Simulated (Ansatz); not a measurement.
The parent structure is ZnSnAs2 in the chalcopyrite structure (space group I-42d, No. 122).

```xyz
8
Lattice="-2.9197 2.9197 5.8687 2.9197 -2.9197 5.8687 2.9197 2.9197 -5.8687" Properties=species:S:1:pos:R:3 pbc="T T T"
Sn     0.0000     0.0000     5.8687
Sn     2.9197     0.0000     2.9344
As     1.3093     1.4599     1.4672
As    -1.4599     1.6105     4.4015
As     1.6105     1.4599     7.3359
As     4.3796     1.3093    -1.4672
Zn     0.0000     0.0000     0.0000
Zn     0.0000     2.9197     2.9344
```

Cartesian axes are those of the cell as printed.

Method: PBEsol in Ansatz (plane waves to 420 eV, PAW, no spin-orbit coupling).

Strains are applied to the cell and any free atomic positions relax.

One change was made to it. Results:

```tsv
quantity	base	after
pressure (mean of the normal stresses, compression positive)	0.0 GPa	-1.7 GPa
energy relative to the base (free energy F)	0 meV/atom	+6.3 meV/atom
band gap	zero	zero
```

### Question
Which change produced these results?
A) uniaxial strain ε_zz = +3.00 %
B) uniaxial strain ε_zz = +1.50 %
C) uniaxial strain ε_zz = +2.25 %

### Answer
A, uniaxial strain ε_zz = +3.00 %. For comparison, the energy relative to the base in the other runs: uniaxial strain ε_zz = +1.50 % gives +1.6 meV/atom; uniaxial strain ε_zz = +2.25 % gives +3.6 meV/atom.

A case with no gap was solved on a k-mesh chosen for an insulator, which is coarse for it. Stability against distortions was not tested. The final runs are not spin-polarised. A zero or small gap of ZnSnAs2 can be the functional's error rather than a property of the material.

Ansatz is an electronic-structure program.
